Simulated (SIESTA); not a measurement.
Worked example: self-consistent single point of ZnO (P6_3mc, 4 atoms in the cell) in SIESTA.

Computed with SIESTA with GGA PBE, numerical atomic orbitals DZP, PseudoDojo PBE standard norm-conserving potentials (rewritten from UPF to PSML).

The change in words: lattice scaled by 0.98. Reference geometry:
```yaml
crystal:
  lattice:
    - [3.23735, 0.00000, 0.00000]
    - [-1.61868, 2.80363, 0.00000]
    - [0.00000, 0.00000, 5.22206]
  atoms:
    - { symbol: Zn, position: [0.66667, 0.33333, 0.50059] }
    - { symbol: Zn, position: [0.33333, 0.66667, 0.00059] }
    - { symbol: O, position: [0.66667, 0.33333, 0.87972] }
    - { symbol: O, position: [0.33333, 0.66667, 0.37972] }
```

Reference input (self-consistent single point, DFT, GGA PBE, numerical atomic orbitals DZP, PseudoDojo PBE standard norm-conserving potentials (rewritten from UPF to PSML)): XC.functional = GGA; XC.authors = PBE; potentials = PseudoDojo PBE standard; PAO.BasisSize = DZP; PAO.EnergyShift = 0.005 Ry; MeshCutoff = 400 Ry; kgrid.MonkhorstPack = 6 6 4; OccupationFunction = FD; ElectronicTemperature = 10 meV; MaxSCFIterations = 150; SCF.Mixer.Method = Pulay; SCF.Mixer.Weight = 0.1. This run's input differs from it in these lines:

```diff
@@ -10,7 +10,7 @@
 %endblock ChemicalSpeciesLabel
-LatticeConstant              3.237350 Ang
+LatticeConstant              3.172603 Ang
 %block LatticeVectors
      1.000000000    0.000000000    0.000000000
-    -0.500000000    0.866025298    0.000000000
-     0.000000000    0.000000000    1.613066242
+    -0.500000158    0.866025153    0.000000000
+     0.000000000    0.000000000    1.613066305
 %endblock LatticeVectors
@@ -18,6 +18,6 @@
 %block AtomicCoordinatesAndAtomicSpecies
-     0.500000500    0.288674811    0.807484830  1
-    -0.000000500    0.577350488    0.000951709  1
-     0.500000500    0.288674811    1.419046635  2
-    -0.000000500    0.577350488    0.612513514  2
+     0.500000447    0.288674762    0.807484862  1
+    -0.000000605    0.577350391    0.000951709  1
+     0.500000447    0.288674762    1.419046690  2
+    -0.000000605    0.577350391    0.612513538  2
 %endblock AtomicCoordinatesAndAtomicSpecies
```

Log, with long lists cut:

```
        iscf     Eharris(eV)        E_KS(eV)     FreeEng(eV)     dDmax    Ef(eV) dHmax(eV)
   scf:    1   -12210.138027   -12251.899653   -12251.901043  1.215828 -1.065601 22.337505
   scf:    2   -12276.528278   -12265.121040   -12265.121233  0.190099 -2.024113 14.972219
   scf:    3   -12279.540142   -12274.649905   -12274.649905  0.377800 -2.205237  3.717686
   scf:    4   -12274.767687   -12274.710586   -12274.710586  0.012972 -2.258824  3.356548
   scf:    5   -12275.046336   -12274.931685   -12274.931685  0.127359 -3.056359  0.174900
   scf:    6   -12274.898817   -12274.917226   -12274.917226  0.020854 -3.134432  0.512928
   [... lines left out ...]
   scf:    9   -12274.934899   -12274.934891   -12274.934891  0.000686 -3.070015  0.005726
mix: Pulay -- inversion failed, > SVD [rank/size] 3 / 7
   scf:   10   -12274.934892   -12274.934892   -12274.934892  0.000208 -3.071446  0.000302
   scf:   11   -12274.934892   -12274.934892   -12274.934892  0.000079 -3.071497  0.000570
   scf:   12   -12274.934892   -12274.934892   -12274.934892  0.000023 -3.071589  0.000401
   scf:   13   -12274.934892   -12274.934892   -12274.934892  0.000016 -3.071664  0.000017
   scf:   14   -12274.934892   -12274.934892   -12274.934892  0.000001 -3.071665  0.000003
SCF Convergence by DM+H criterion
max |DM_out - DM_in|         :     0.0000010185
max |H_out - H_in|      (eV) :     0.0000033977
SCF cycle converged after 14 iterations

Using DM_out to compute the final energy and forces

siesta: E_KS(eV) =           -12274.9349

siesta: E_KS - E_eggbox =    -12274.9349

siesta: Atomic forces (eV/Ang):
     1   -0.000106    0.000063    0.007307
     2    0.000106   -0.000064    0.007308
     3   -0.000067    0.000041   -0.004457
     4    0.000067   -0.000041   -0.004457
   Tot    0.000000   -0.000000    0.005701
   Max    0.007308
   Res    0.003495    sqrt( Sum f_i^2 / 3N )
   Max    0.007308    constrained

Stress tensor Voigt[x,y,z,yz,xz,xy] (kbar):     -173.70     -173.56     -164.47       -0.00       -0.00        0.13
(Free)E + p*V (eV/cell)   -12270.1855
   [... lines left out ...]
siesta: FreeEng =    -12274.934892
siesta: Cell volume =         44.609763 Ang**3
siesta:         170.57713346        170.85482285  kBar
   [... lines left out ...]
              0.010   0.010   0.009   0.010   0.010
   4  6.929   1.798  -0.024   1.982   1.982   1.982  -0.278  -0.282  -0.278
              0.010   0.010   0.009   0.010   0.010

mulliken: Qtot =       52.000

Mulliken Atomic Populations:
Atom #   charge [q] valence [e]  Species
     1     0.929443   19.070557  Zn
     2     0.929443   19.070557  Zn
     3    -0.929443    6.929443  O
     4    -0.929443    6.929443  O
 Total     0.000000
```

The run converged in 14 iterations. Against the reference run the free energy goes up by 47.9 meV/atom, the pressure goes from 5.51 to 17.06 GPa, the largest force goes from 0.016 to 0.007 eV/Å and the gap on the mesh goes from 1.168 to 1.275 eV.

The starting cell comes from a database of computed structures (which also holds hypothetical and non-ambient phases and stackings), without a prior relaxation at this level. For this run, on top of that: lattice scaled by 0.98. Values carry the incompleteness of an atom-centred basis. With a pressure of about 17 GPa the cell is away from its equilibrium volume at this level.
